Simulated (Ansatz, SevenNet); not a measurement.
How the equilibrium volume per atom of hexagonal WC moves with the method

No measured value is used here.

```tsv
level (code)	value (Å³/atom)
SevenNet-0	10.58
LDA (Ansatz)	?
PBE (Ansatz)	?
PBEsol (Ansatz)	10.29
PBEsol+SOC (Ansatz)	10.28
PBE-D4 (Ansatz)	10.34
r²SCAN+SOC (Ansatz)	?
r²SCAN+rVV10 (Ansatz)	10.36
HSE06 (Ansatz)	10.28
```

Task: Fill in the missing entries.

Result: 
- LDA (Ansatz, a first-principles code), value (Å³/atom): 10.13
- PBE (Ansatz), value (Å³/atom): 10.52
- r²SCAN+SOC (Ansatz), value (Å³/atom): 10.41

Density-functional levels without +SOC have no spin–orbit coupling. HSE06: exact exchange on metals is sensitive to the k mesh and can open a false gap. Cutoffs and k meshes differ between the levels. Ansatz's density-functional and Hartree–Fock values are scalar-relativistic unless marked +SOC, with PAW data made under PBE.

Machine-learned potentials (SevenNet-0) are trained on DFT data: a solid inside that data is no test of them.
